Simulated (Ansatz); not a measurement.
Consider Ti2C (space group Fd-3m, No. 227; a = 8.5488 Å; a cell from a computed database, its experimental status unchecked). Axes: x, y, z lie along the cube axes.

All numbers come from PBEsol (Ansatz, an electronic-structure program), spin-orbit coupling left out.

Strains are applied to the cell and any free atomic positions relax; under biaxial strain the out-of-plane vector relaxes too.

One change was made to it. Results:

```tsv
quantity	base	after
energy relative to the base (free energy F)	0 meV/atom	+1.9 meV/atom
pressure	0.0 GPa	2.8 GPa
```

Task: Which of these changes matches the shifts?
A. biaxial strain +0.75 %, plane normal [110], relaxed out of plane
B. uniaxial strain ε_zz = +3.55 %
C. uniaxial strain ε_zz = −3.01 %
D. isotropic strain −0.59 %

Result: D, isotropic strain −0.59 %. For comparison, the pressure in the other runs: biaxial strain +0.75 %, plane normal [110], relaxed out of plane gives -1.6 GPa; uniaxial strain ε_zz = −3.01 % gives 4.9 GPa; uniaxial strain ε_zz = +3.55 % gives -4.8 GPa.

A biaxial case was relaxed in a doubled cell and then solved in the primitive one. Without a gap, meshes like the base's 8×8×8 leave anisotropic stresses uncertain by several tenths of a GPa, and small strain energies with them. Stability against distortions was not tested. The final runs are not spin-polarised.
